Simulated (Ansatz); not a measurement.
zinc-blende AlP: the defect Cr on the Al site

These are PBE, PAW (plane waves to 420 eV; Ansatz, a first-principles code) values and carry that method's errors. Cell: 64 sites, 2×2×2; final energies on a 2×2×2 shifted mesh. Site at the start: the Al site. Energies of charged states are corrected for periodic images (point charge plus alignment at distant sites). Dielectric constants: PBE linear response of the host. Host gap at this level: 1.63 eV. Finite-size and sampling errors can reach tenths of an eV here. The semilocal functional narrows the gap, so deep levels can fall outside it. Spin–orbit coupling is left out, and no Hubbard U is applied to the open shells. Each state is the lowest found from its start.

| charge | moment (μB) | largest move off a lattice site (Å) | image correction with alignment (eV) | above the lowest spin state (eV) |
|---|---|---|---|---|
| +1 | 2.0 | 0.07 | 0.20 | 0.00 |
| +1† | not spin-polarised | 0.11 | 0.19 | 0.89 |
| 0† | 3.0 | 0.02 | 0.00 | 0.00 |
| 0† | 3.0 | 0.02 | 0.00 | 0.00 |
| −1 | 4.0 | 0.06 | 0.10 | 0.00 |
| −1 | not spin-polarised | 0.10 | 0.11 | 0.94 |

† Not settled in this cell, so no level is given: charge 0: a level filled in part.

Starting moments that weren't kept: charge 0 began with 1 μB and ended with 3.0.
